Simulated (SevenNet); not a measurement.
# Cubic perovskite BaHfO3

Level of theory: the machine-learned potential SevenNet-0 (trained on PBE and PBE+U data).

Cell: relaxed at this level.

```yaml
lattice_constant_a: 4.201 Å
volume_per_atom: 14.83 Å³/atom
```

Measured, for comparison: lattice constant a 4.171 Å (room temperature, no zero-point or thermal correction, our sources range from 4.171 to 4.180; as tabulated in Zhao et al. (2008), arXiv:0809.3506); equilibrium volume per atom 14.51 Å³/atom (room temperature, no zero-point or thermal correction; as tabulated in Zhao et al. (2008), arXiv:0809.3506). Computed (rounded) less measured: lattice constant a +0.7 % (+0.5 % to +0.7 % over the range), equilibrium volume per atom +2.2 %.

A machine-learned potential is trained on density-functional data: it inherits that level's misses and adds fitting errors of its own.
